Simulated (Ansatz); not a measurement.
A constructed model of the (111) surface of fcc Ag, a pseudomorphic layer of Zn in the other hollow (bottom of the slab: a bare face, its two planes held)

Calculation: PBE (plane waves to 420 eV, PAW; Ansatz, a quantum-chemistry and plane-wave program).

Set-up: 7 atoms, 14.2 Å thick at the start with caps and adatoms; mesh 15x15x1; 0.1 eV smearing; dipole correction on; 2 atoms held, the rest relaxed; symmetry of the start imposed; no spin, no spin-orbit, no U. In PBE it is, or lies within 0.01 eV a 1x1 cell of, the lowest of the 2 structures of its composition computed so far; subsurface sites and larger cells were not tried.

| Quantity | Result |
|---|---|
| work function of the top face | 4.36 eV |
| energy released by relaxation | 0.005 eV |
| cost | around 80 core-seconds (rough) |
